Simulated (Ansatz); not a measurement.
The parent structure is CrSe2 (space group Fm-3m, No. 225; a = 6.083 Å; ferromagnetic; a hypothetical phase, not in the database extracts checked; relaxed with 0.1 eV smearing). Axes: x, y, z lie along the cube axes.

The values are results of Kohn–Sham DFT with the PBEsol functional, run in Ansatz (a first-principles code) with PAW and 420 eV plane waves, spin-orbit coupling left out, not measurements.

A first run, uniaxial strain ε_yy = +1.57 %, gives secant values C11 ≈ 160 GPa and C12 ≈ 51 GPa from its stress. A second run applies uniaxial stress, 3 GPa tension along x.

What does linear elasticity predict for Young's modulus in the second run, and what does the run give?

Linear elasticity: (C11 − C12)(C11 + 2 C12)/(C11 + C12) = 140 GPa. The run gives 140 GPa; any difference comes from nonlinear terms at these strains and numerical noise.

Other magnetic orders, which the real material may have, were not ruled out. Stability under load was not tested beyond the relaxation.
